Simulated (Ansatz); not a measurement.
Consider MgS in the rock salt structure (space group Fm-3m, No. 225; a = 5.182 Å).

It is then changed as follows: every lattice vector is shortened by 1.89 %, atoms relaxed at fixed cell.

Levels (all Ansatz, a quantum-chemistry and plane-wave program, PAW): PBEsol (420 eV, scalar-relativistic without spin-orbit coupling); r2SCAN (500 eV, no spin-orbit coupling); HSE06 (420 eV, without spin-orbit coupling).

At the geometry relaxed with PBEsol, these levels gave the following band gaps, in shuffled order: (a) 3.97 eV, (b) 3.61 eV, (c) 2.84 eV.

Task: Match each gap to its level.

Result: (a) HSE06; (b) r2SCAN; (c) PBEsol.

Single points use the geometry relaxed with PBEsol. HSE06 was sampled on its mesh, a few special points and the semilocal edge points, so its gap is an upper bound. The cells carry an imposed strain or load. Whether these cells are dynamically stable was not tested.
